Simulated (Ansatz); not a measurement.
Hypothetical diamond Rh under a change: pressure 0.7 GPa

Base system: Rh in the diamond structure (space group Fd-3m, No. 227; a = 5.433 Å; a hypothetical phase, not in the database extracts checked).

The change: cell and atoms relaxed at a pressure of 0.7 GPa.

Level of theory: Ansatz (a program for electronic structure) PBEsol, scalar-relativistic without spin-orbit coupling. Γ-centred 15×15×15 mesh, Fermi–Dirac width 0.05 eV.

| quantity | base | changed | shift |
|---|---|---|---|
| volume per atom | 20.05 Å³ | 19.95 Å³ | -0.093 Å³ |
| density | 8.52 g/cm³ | 8.56 g/cm³ | +0.04 g/cm³ |
| lattice parameter a | 5.433 Å | 5.425 Å | -0.008 Å |
| shortest interatomic distance | 2.353 Å | 2.349 Å | -0.004 Å |
| band gap | zero | zero | – |

Cost of the whole job for the changed cell (relaxation, final SCF and bands): around 27 core-seconds (rough).

Load acts through the strain it causes; cell and atoms are relaxed under it. No phonon test of stability was made. The final runs are not spin-polarised. Rh has a high density of states at the Fermi level and may be magnetic at this level.
